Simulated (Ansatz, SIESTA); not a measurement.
## MoN2 (C2/m, 6 atoms in the cell) computed with different codes at matched settings

Self-consistent single point.

```yaml
crystal:
  lattice:
    - [5.36041, -1.86751, 0.00000]
    - [5.36041, 1.86751, 0.00000]
    - [-1.58449, 0.00000, 3.87010]
  atoms:
    - { symbol: Mo, position: [0.38315, 0.38315, 0.69216] }
    - { symbol: Mo, position: [0.61685, 0.61685, 0.30784] }
    - { symbol: N, position: [0.16660, 0.16660, 0.44347] }
    - { symbol: N, position: [0.83340, 0.83340, 0.55653] }
    - { symbol: N, position: [0.41500, 0.41500, 0.15509] }
    - { symbol: N, position: [0.58500, 0.58500, 0.84491] }
```

Shared settings, as Ansatz (a program for electronic structure) writes them: kpoints.mp_grid.grid = 6 6 6; scf.occupations.method = fermi_dirac; scf.occupations.width = 0.1 eV. Potentials and cutoffs stand in the table.

```json
[
 {"code": "Ansatz", "model": "PBEsol+U, PAW files made with PBE", "pressure (GPa)": "-8.57", "largest force (eV/Å)": "0.555", "cutoff": "default"},
 {"code": "SIESTA", "model": "GGA PBEsol+U, numerical atomic orbitals DZP, PseudoDojo PBEsol standard norm-conserving potentials (rewritten from UPF to PSML)", "pressure (GPa)": "-6.17", "largest force (eV/Å)": "0.389", "cutoff": "grid 400 Ry"}
]
```

Size of the force on each atom (eV/Å): Sizes of forces hide their directions.

```
code      Mo1    Mo2     N3     N4     N5     N6
------  -----  -----  -----  -----  -----  -----
Ansatz  0.181  0.181  0.304  0.304  0.555  0.555
SIESTA  0.389  0.389  0.244  0.244  0.228  0.228
```

Hubbard term: [{species: Mo, l: d, u_eff: 5.0}] eV.

On Ansatz's run: spin polarisation is off. The U value is a test value, and with U on an open shell several self-consistent states can exist.

The spread over the programs that give each value: pressure within 2.40 GPa; largest force within 0.166 eV/Å.

SIESTA uses small atom-centred bases, whose incompleteness enters pressures, forces and empty levels differently from a plane-wave cutoff. Ansatz's pressure is given at a fixed set of plane waves, as the other plane-wave codes print theirs; with its correction for the finite basis it is -8.30 GPa (the shift of 0.27 GPa shows how far the cutoff is from converged). The same U acts on different projectors in each program, which moves gaps, moments and pressures.

The starting cell comes from a database of computed structures (which also holds hypothetical and non-ambient phases and stackings), without a prior relaxation at this level. Its lattice was rescaled by a random factor within 2.5 % of one.

Keys are those of Ansatz 0.2.
